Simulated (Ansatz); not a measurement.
Defect: C vacancy in 4H silicon carbide with all lengths changed by -1 %, charge state +2. All values below come from PBE, PAW (plane waves to 420 eV; Ansatz, an electronic-structure program).

72-site cell at the strained lattice (strain from the relaxed PBE one, atoms relaxed), a 2×2×2 k-point mesh shifted by half a step along c, smearing 0.01 eV, spin-restricted, no finite-size correction. Static, classical nuclei. The charge state is imposed; whether it is stable for some Fermi level was not computed. Forms of the defect that were not tried may lie lower.

A. one C atom jumps into the vacancy from a nearby C site; the atom moves 3.04 Å along (-0.99, 0.00, 0.00) of the unit cell; the moving atom starts with neighbours Si at 1.85, Si at 1.88, Si at 1.89, Si at 1.90 Å and ends with Si at 1.85, Si at 1.88, Si at 1.89, Si at 1.90 Å; the start lies 0.047 eV above the lowest site run; saddle order not checked.
B. one C atom jumps into the vacancy from a nearby C site; the atom moves 3.04 Å along (-0.33, -0.66, 0.25) of the unit cell; the moving atom starts with neighbours Si at 1.83, 2 Si at 1.88, Si at 1.92 Å and ends with Si at 1.85, 2 Si at 1.88, Si at 1.91 Å; saddle order not checked, on a symmetry element.
C. one C atom jumps into the vacancy from a nearby C site; the atom moves 3.04 Å along (-0.99, -0.99, 0.00) of the unit cell; the moving atom starts with neighbours Si at 1.85, 2 Si at 1.88, Si at 1.90 Å and ends with Si at 1.85, 2 Si at 1.88, Si at 1.90 Å; saddle order not checked, on a symmetry element.

A band can be held on a symmetry element, so unchecked saddle points there may be too high.

Problem. Rank these by forward barrier (lowest first), as PBE, PAW gives it.

Solution. A (4.99 eV), B (5.11 eV), C (5.29 eV)
